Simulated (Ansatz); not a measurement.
The reference is ZnS in the wurtzite structure (space group P6_3mc, No. 186; a = 3.782 Å, c = 6.208 Å). Axes: x lies along a and z along c of the hexagonal cell.

The values are results of PBEsol (Ansatz, a first-principles code; PAW; 420 eV plane waves; spin-orbit coupling left out), not measurements.

Before the change:

The electron mass is 0.16 mₑ along c, 0.18 mₑ across (at Γ).

It is then changed as follows: the cell is stretched by 0.60 % along x with no lateral relaxation; the atoms relax in the strained cell.

Q: What does the calculation give for the electron mass and stress after the change?

A: The electron mass changes from 0.16 mₑ along c, 0.18 mₑ across (at Γ) to 0.16 mₑ along z, 0.18 mₑ across (at Γ); the stress (xx, yy, zz, yz, xz, xy; compression positive) is (-0.75, -0.36, -0.27, 0.00, 0.00, 0.00) GPa.

The levels and masses belong to the bands next to the band gap. Effective masses come from finite differences of ±0.01 Å⁻¹. Whether these cells are dynamically stable was not tested.
